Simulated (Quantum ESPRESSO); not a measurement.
**Short convergence ladders for Co (P-3m1, 2 atoms in the cell)**

```
CELL_PARAMETERS angstrom
      2.52255     0.00000     0.00000
     -1.26127     2.18459     0.00000
      0.00000     0.00000     4.09035
ATOMIC_POSITIONS crystal
  Co 0.33333 0.66667 0.26222
  Co 0.66667 0.33333 0.75000
```
Moments meant for the start (each program seeds them in its own way; μB, in the order of the atoms Co Co): 2.0 2.0.

Base method: LDA (PZ), PSlibrary PAW (LDA) pseudopotentials (plane waves; Quantum ESPRESSO 7.5).

Base settings: ecutwfc = 55 Ry; ecutrho = 330 Ry; occupations = smearing; smearing = fd; degauss = 0.0073499 Ry; nspin = 2; potentials = {Co: Co.pz-n-kjpaw_psl.1.0.0.UPF}; K_POINTS = automatic 7 7 4 0 0 0; conv_thr = 1e-11 Ry; mixing_beta = 0.3.

The count of work is k-points × plane waves × bands × iterations; it is no time. Core times come from one kind of shared machine, to one figure; runs under 30 s give none.

**Shifted k-point meshes**

Only quantities that move along the ladder and can be compared are tabulated.

| K_POINTS | free energy less the last step's (meV/atom) | pressure (GPa) | largest difference of a force vector from the last step's (eV/Å) | net moment (μB/atom) | count of work / last | core time / last (rough) |
|---|---|---|---|---|---|---|
| automatic 3 3 2 1 1 1 | -26.31 | -27.13 | 0.025 | 1.435 | 0.014 | – |
| automatic 4 4 3 1 1 1 | 2.81 | -24.30 | 0.024 | 1.575 | 0.035 | – |
| automatic 6 6 3 1 1 1 | 12.12 | -24.20 | 0.016 | 1.570 | 0.082 | 0.2 |
| automatic 7 7 4 1 1 1 | -3.04 | -24.47 | 0.006 | 1.570 | 0.14 | 0.2 |
| automatic 14 14 8 1 1 1 | 0.00 | -24.36 | 0.000 | 1.580 | 1.0 | 1 |

Coarsest K_POINTS that holds the net moment within 0.05 μB/atom of the last step, with all finer ones: automatic 4 4 3 1 1 1, at 0.035 of the last step's count of work; the step before is off by 0.15 μB/atom.

Coarsest K_POINTS that holds the pressure within 1 GPa of the last step, with all finer ones: automatic 4 4 3 1 1 1, at 0.035 of the last step's count of work; the step before is off by 2.8 GPa.

Coarsest K_POINTS that holds the free energy within 5 meV/atom: not settled: the last two steps still differ by 3.0 meV/atom, over half the tolerance, so the ladder does not show it.

**The k-point mesh at a smearing width of 0.3 eV**

In this ladder: degauss = 0.02205 Ry.

Only quantities that move along the ladder and can be compared are tabulated.

At this width the smearing has changed the magnetic state: the net moment ends at 1.14 against 1.56 μB/atom in the base run.

| K_POINTS | free energy less the last step's (meV/atom) | pressure (GPa) | net moment (μB/atom) | count of work / last | core time / last (rough) |
|---|---|---|---|---|---|
| automatic 5 5 3 0 0 0 | 18.75 | -23.22 | 1.285 | 0.028 | – |
| automatic 8 8 4 0 0 0 | -0.69 | -24.80 | 1.160 | 0.082 | 0.2 |
| automatic 11 11 6 0 0 0 | -0.08 | -24.98 | 1.135 | 0.20 | 0.3 |
| automatic 16 16 9 0 0 0 | 0.01 | -24.94 | 1.140 | 0.55 | 0.4 |
| automatic 20 20 11 0 0 0 | 0.00 | -24.94 | 1.140 | 1.0 | 1 |

Coarsest K_POINTS that holds the free energy within 0.5 meV/atom of the last step, with all finer ones: automatic 11 11 6 0 0 0, at 0.20 of the last step's count of work and about 0.3 of the last step's time; the step before is off by 0.69 meV/atom.

Coarsest K_POINTS that holds the net moment within 0.01 μB/atom of the last step, with all finer ones: automatic 11 11 6 0 0 0, at 0.20 of the last step's count of work and about 0.3 of the last step's time; the step before is off by 0.020 μB/atom.

Coarsest K_POINTS that holds the pressure within 0.1 GPa of the last step, with all finer ones: automatic 11 11 6 0 0 0, at 0.20 of the last step's count of work and about 0.3 of the last step's time; the step before is off by 0.14 GPa.

On the base run: the starting cell has typed, rounded lattice constants, without a prior relaxation at this level. Its lattice was rescaled by up to half a per cent. One atom was moved a little off its site on purpose. The magnetic order is the one reached from the typed start; others were not searched systematically. In the base run, with a pressure of about -24 GPa the cell is away from its equilibrium volume at this level. Without a gap this mesh is coarse (it stands for a supercell whose shortest vector is 16 Å).
